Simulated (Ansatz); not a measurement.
The reference is Li in the diamond structure (space group Fd-3m, No. 227; a = 5.9116 Å; a hypothetical phase, not in the database extracts checked; relaxed with 0.1 eV smearing).

Method: PBE, PAW, 420 eV (Ansatz, a first-principles code; without spin-orbit coupling).

Before the change:

| Quantity | Result |
|---|---|
| Pressure | 0.0 GPa |
| Band gap | zero |

Now apply this change: an isotropic linear strain of +2.72 %; the atoms relax in the strained cell.

Task: Predict the new energy relative to the base, pressure and band gap.

Result: The energy rises by 2.7 meV/atom; the pressure goes from zero to -0.4 GPa; the band gap is still zero.

Whether these cells are dynamically stable was not tested.
